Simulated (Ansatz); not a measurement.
Results of LDA in Ansatz (plane waves, PAW) for LaIr2 (Fd-3m, No. 227).

Settings: plane-wave cutoff 500 eV, 12×12×12 k mesh, Fermi–Dirac smearing 0.1 eV, no spin polarisation, scalar-relativistic PAW data made under PBE.

Computed at the level's own relaxed cell.

Task: Predict the equilibrium volume per atom and equilibrium lattice constant a.

Result: 
equilibrium volume per atom: 18.23 Å³/atom
equilibrium lattice constant a: 7.591 Å

The run finds no gap.

Spin–orbit coupling is not included.

The computed numbers hold no vibrational or temperature effects.

Computing time: very roughly 2.6 core-minutes.

Ansatz is a quantum-chemistry and plane-wave program.
